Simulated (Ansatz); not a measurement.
## A self-consistent single point of CoAl (P4mm, 2 atoms in the cell) with Ansatz

Level of theory: PBEsol, default PAW files made with PBE (plane waves; Ansatz, an electronic-structure program).

This input was run:

Ansatz 0.2 input:
```yaml
# CoAl
crystal:
  lattice:
    - [2.85142000, 0.00000000, 0.00000000]
    - [0.00000000, 2.85142000, 0.00000000]
    - [0.00000000, 0.00000000, 2.85142000]
  atoms:
    - { symbol: Al, position: [0.50000000, 0.50000000, 0.51753500] }
    - { symbol: Co, position: [0.00000000, 0.00000000, 0.00000000] }
basis:
  ecutwfc: 420.0 eV
kpoints:
  mp_grid:
    grid: [12, 12, 12]
hamiltonian:
  xc: pbesol
  pseudopotentials:
    kind: paw
scf:
  occupations:
    method: gaussian
    width: 0.1 eV
output:
  forces: true
  eigenvalues: true
  stress: true
```

Log, with long lists cut:

```
WARN ansatz: RAYON_NUM_THREADS=1 ignored (pool sized by the plan → 1); use --threads N
Pseudopotentials: kind: paw
Pseudopotential: Al, paw, valence charge 3
Pseudopotential: Co, paw, valence charge 17
Crystal: 2 atoms, lattice volume = 23.184 Å³
Basis set: ecut = 420 eV, 461 PW (Γ), exchange–correlation on 40×40×40 points (8 copies of the dense FFT grid, shifted against one another)
Bands: 14, of which v1, the nominal top of the filled ones, is band 10 counted from 1 (9 counted from 0)
Symmetry: 8 space group operations
Space group: P4mm (ITA 99), of the structure as read, at distance tolerance 2.9e-5 Å
k-points: 196 of 1728 (time reversal used)
PAW frozen core: Al, regenerated for the run's functional, and the local potential with it
PAW frozen core: Co, regenerated for the run's functional, and the local potential with it
Initial density: superposition of atomic densities (neutral atoms: chi_scale 0, normalization atom), corrected by the library's trained network
Initial wavefunctions: pseudopotential atomic-orbital guess
Eigensolver: davidson
Functional: x = pbesol(κ = 0.804, μ = 0.12345679012345678), c = pbesol(β = 0.046)
SCF iter   1: F=—  HF=-5618.765076 eV  |F-HF|=—  |Δ(HF+E_count)|=         —  Δρ=2.59e-2  dr2=9.54e-2  ethr=1.77e-3  ⟨swp⟩=4.2  Hψ=12675  notcnv=0
all-band conjugate gradients solve this SCF's bands
preconditioner: auto → none
SCF iter   2: F=—  HF=-5618.756313 eV  |F-HF|=—  |Δ(HF+E_count)|=   8.76e-3  Δρ=1.13e-2  dr2=2.04e-2  ethr=4.77e-4  ⟨swp⟩=1.9  Hψ=4751  notcnv=0  defer=10
SCF iter   3: F=—  HF=-5618.754194 eV  |F-HF|=—  |Δ(HF+E_count)|=   2.12e-3  Δρ=1.50e-3  dr2=3.76e-4  ethr=1.02e-4  ⟨swp⟩=1.0  Hψ=2762  notcnv=0  defer=10
SCF iter   4: F=—  HF=-5618.754178 eV  |F-HF|=—  |Δ(HF+E_count)|=   1.56e-5  Δρ=2.45e-4  dr2=4.38e-6  ethr=1.88e-6  ⟨swp⟩=2.1  Hψ=3193  notcnv=0  defer=10
SCF iter   5: F=—  HF=-5618.754160 eV  |F-HF|=—  |Δ(HF+E_count)|=   1.84e-5  Δρ=2.05e-5  dr2=4.47e-8  ethr=2.19e-8  ⟨swp⟩=2.5  Hψ=3951  notcnv=0  defer=10
SCF iter   6: F=-5618.754160 eV  HF=-5618.754160 eV  |F-HF|=4.30e-9  |Δ(HF+E_count)|=   4.93e-9  Δρ=6.35e-6  dr2=5.17e-9  ethr=2.23e-10  ⟨swp⟩=2.4  Hψ=9659  notcnv=0
SCF 1 converged in 6 iterations: F = -5618.754160 eV  dr2 = 5.17e-9
SCF converged after 6 iterations
Free energy (F): -5618.754160 eV
Harris-Foulkes:  -5618.754160 eV  (|F-HF|=4.30e-9)
Internal energy: -5618.749695 eV  (E = F + TS)
E sigma→0 (E₀):  -5618.751927 eV
Entropy (-TS):   -0.004465 eV (-2.232 meV/atom)
Fermi energy:    14.332059 eV
--- Per-component energies (eV) ---
  E_band       = -285.482534
  E_kinetic    = 483.450230
  E_local      = -3675.290360  (includes V_loc(G=0)·N_el)
  E_nonlocal   = 468.420348
  E_hartree    = 1585.000986
  E_xc         = -199.101890
  E_vxc        = -236.213931  (∫ρ·V_xc dr)
  E_paw        = -1940.143366  (= ΣΔE_a)
  E_vpaw       = -495.856312  (= ΣTr[D̂ρ^β])
  E_aug_tail   = 0.000043  (compensation charges beyond the density's cutoff)
  E_ewald      = -2341.293243
  E_core_change = 0.207558  (= ΣΔE_core)
  E_smearing   = -0.004465  (= −TS)
  E_closure    = 0.000000  (closes the sum)
  Σ components = -5618.754160   (vs F -5618.754160, Δ=0.00e0)
--- Forces (eV/Å), atoms counted from 1 ---
  atom   1  Al     0.00000000     0.00000000    -0.35159638
  atom   2  Co    -0.00000000     0.00000000     0.35159255
  max |Σ_I F_I| component: 3.83e-6 eV/Å
--- Stress (GPa, compression-positive) ---
       -5.281151       0.000000       0.000000
        0.000000      -5.281151       0.000000
        0.000000       0.000000      -5.409678
  P = ⅓ Tr σ = -5.3240 GPa (-53.240 kbar)
  The stress holds the Pulay correction. Without it, at fixed plane waves, as pw.x and ABINIT print it: P = -5.4399 GPa
--- Band table (eV; the first three rows and the last of 196) ---
  k-point 0: bands = ["-80.1020", "-43.5337", "-43.5337", "-43.5323", "3.2436", "11.3334", "11.3364", "13.5120", "13.5148", "13.5148", "20.2488", "20.2488", "20.2494", "23.0467"]
  k-point 1: bands = ["-80.1018", "-43.5351", "-43.5335", "-43.5335", "3.3752", "11.3226", "11.3697", "13.4434", "13.4434", "13.5195", "19.0938", "20.4322", "20.4322", "23.0288"]
  k-point 2: bands = ["-80.1012", "-43.5430", "-43.5329", "-43.5329", "3.7670", "11.2285", "11.4711", "13.2598", "13.2598", "13.5402", "17.3166", "20.9530", "20.9530", "22.9765"]
  k-point 195: bands = ["-80.0928", "-43.5684", "-43.5684", "-43.5669", "10.3917", "10.3952", "10.3952", "14.1152", "14.1166", "16.6463", "16.6463", "16.6571", "18.4110", "19.6994"]
```

The run converged in 6 iterations.

The starting cell has typed, rounded lattice constants, without a prior relaxation at this level. Its lattice was rescaled by up to half a per cent. One atom was moved a little off its site on purpose. Spin polarisation is off. With a pressure of about -5 GPa the cell is away from its equilibrium volume at this level. Ansatz's pressure includes its estimate of the finite-basis (Pulay) stress.
